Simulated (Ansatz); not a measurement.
**Hypothetical fluorite TeO2: element substitutions**

Start from TeO₂ in the fluorite structure (space group Fm-3m, No. 225; a = 5.324 Å; a hypothetical phase, not in the database extracts checked).

Each row replaces one element on all its sites; cell and atoms are relaxed.

All numbers come from PBEsol (Ansatz, a program for electronic structure, PAW, scalar-relativistic without spin-orbit coupling).

| case | band gap | volume per atom |
|---|---|---|
| base | 0.73 eV | 12.57 Å³ |
| Te → Cd | zero | 12.34 Å³ |
| O → F | zero | 16.56 Å³ |
| Te → Se | 0.53 eV | 10.60 Å³ |
| O → Se | zero | 26.25 Å³ |

Other magnetic orders, which the real material may have, were not ruled out. Spin-orbit coupling, missing from the scalar runs, can matter with Te. No phonon test of stability was made. As relaxed here, CdO2, TeF2, SeO2 and TeSe2 are hypothetical phases, not in the database extracts checked. Spin-polarised in the final run: CdO2; the other runs are not. A zero or small gap of TeF2 can be the functional's error rather than a property of the material.
